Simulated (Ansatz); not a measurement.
TiC under a change: uniaxial strain ε_zz = +4.70 %

The parent structure is TiC in the rock salt structure (space group Fm-3m, No. 225; a = 4.328 Å). Axes: x, y, z lie along the cube axes.

One thing is altered: the cell is stretched by 4.70 % along z with no lateral relaxation, atoms relaxed at fixed cell.

Level of theory: Ansatz (a quantum-chemistry and plane-wave program) r2SCAN, no SOC. k-mesh 18×18×18 (Γ-centred); smearing 0.05 eV (Fermi–Dirac).

The volume per atom increases by 0.48 Å³, from 10.13 Å³ to 10.61 Å³ and the space group changes from Fm-3m (No. 225) to I4/mmm (No. 139). The shortest interatomic distance remains 4.089 bohr and the energy grows by 31 meV/atom. The pressure (mean of the normal stresses, compression positive) goes from zero to -10.1 GPa and the band gap stays zero. The stress (xx, yy, zz, yz, xz, xy; compression positive) amounts to (-5.6, -5.6, -19.1, 0.0, 0.0, 0.0) GPa (rough).

Without a gap, meshes like the base's 18×18×18 leave anisotropic stresses uncertain by several tenths of a GPa, and small strain energies with them. Stability against distortions was not tested. The final runs are not spin-polarised.
